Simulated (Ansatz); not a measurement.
# Quick settings and what they miss: Nb3Al2Mo3 (R32, 8 atoms in the cell)

Self-consistent single point.

```yaml
crystal:
  lattice:
    - [3.66177, 2.11412, 2.97157]
    - [-3.66177, 2.11412, 2.97157]
    - [0.00000, -4.22825, 2.97157]
  atoms:
    - { symbol: Al, position: [0.75189, 0.75189, 0.75189] }
    - { symbol: Al, position: [0.24811, 0.24811, 0.24811] }
    - { symbol: Nb, position: [0.24625, 0.75375, 0.50000] }
    - { symbol: Nb, position: [0.50000, 0.24625, 0.75375] }
    - { symbol: Nb, position: [0.75375, 0.50000, 0.24625] }
    - { symbol: Mo, position: [0.24973, 0.75028, 0.00000] }
    - { symbol: Mo, position: [0.00000, 0.24973, 0.75028] }
    - { symbol: Mo, position: [0.75028, 0.00000, 0.24973] }
```

Level of theory: PBEsol, harder PAW files (source: ansatz) made with PBE (plane waves; Ansatz, a quantum-chemistry and plane-wave program).

Base settings: basis.ecutwfc = 900 eV; kpoints.mp_grid.grid = 7 7 7; hamiltonian.xc = pbesol; hamiltonian.pseudopotentials = {kind: paw, source: ansatz}; scf.occupations.method = gaussian; scf.occupations.width = 0.272 eV.

Tight run (finer mesh or higher cutoff; not a proven limit): basis.ecutwfc: 900 eV → 1260 eV; kpoints.mp_grid.grid: 7 7 7 → 10 10 10; scf.convergence.dr2_threshold: default (1e-07 eV) → 1e-09 eV. It gave Fermi level (on the code's own zero) 15.91 eV; pressure -13.73 GPa; largest force (vector length) 0.035 eV/Å.

Quick runs, as changes from the base:
- A: the base itself
- B: basis.ecutwfc: 900 eV → 630 eV; kpoints.mp_grid.grid: 7 7 7 → 4 4 4; scf.occupations.method: gaussian → methfessel_paxton; scf.occupations.width: 0.272 eV → 0.5 eV
- C: basis.ecutwfc: 900 eV → 450 eV; kpoints.mp_grid.grid: 7 7 7 → 4 4 4; scf.occupations.method: gaussian → fermi_dirac; scf.occupations.width: 0.272 eV → 0.136 eV; kpoints.mp_grid.shift: default → 0.5 0.5 0.5
- D: basis.ecutwfc: 900 eV → 720 eV; kpoints.mp_grid.grid: 7 7 7 → 2 2 2; scf.occupations.method: gaussian → fermi_dirac
- E: basis.ecutwfc: 900 eV → 540 eV; kpoints.mp_grid.grid: 7 7 7 → 3 3 3; kpoints.mp_grid.shift: default → 0.5 0.5 0.5; scf.convergence.dr2_threshold: default (1e-07 eV) → 0.0001 eV
- F: basis.ecutwfc: 900 eV → 720 eV; kpoints.mp_grid.grid: 7 7 7 → 6 6 6

Energies are extrapolated to zero smearing width, which holds to low order in the width alone.

Dashes: time of B, C, D, E, under 30 s.

The count of work is k-points × plane waves × bands × iterations; it is no time. Core times come from one kind of shared machine and are given to one figure; runs under 30 s give none.

Pressures in the table are Ansatz's without its Pulay estimate, at a fixed set of plane waves; the tight run's value above holds the estimate.

The starting cell comes from a database of computed structures (which also holds hypothetical and non-ambient phases and stackings), without a prior relaxation at this level. Its lattice was rescaled by a random factor within 2.5 % of one. Spin polarisation is off. In the base run, with a pressure of about -14 GPa the cell is away from its equilibrium volume at this level.

```tsv
run	energy less tight (meV/atom)	pressure less tight (GPa)	largest miss in a force vector (eV/Å)	count of work / tight	core time / tight (rough)
A	0.3	0.03	0.004	0.19	0.3
B	12.6	-0.82	0.063	0.037	–
C	403.0	-23.47	0.053	0.017	–
D	125.6	2.73	0.198	0.014	–
E	83.2	-4.17	0.150	0.0092	–
F	0.8	-0.08	0.009	0.098	0.2
```

Among the runs at the tight run's level, the energy misses run from 0.3 to 403.0 meV/atom.

Keys are those of Ansatz 0.2.
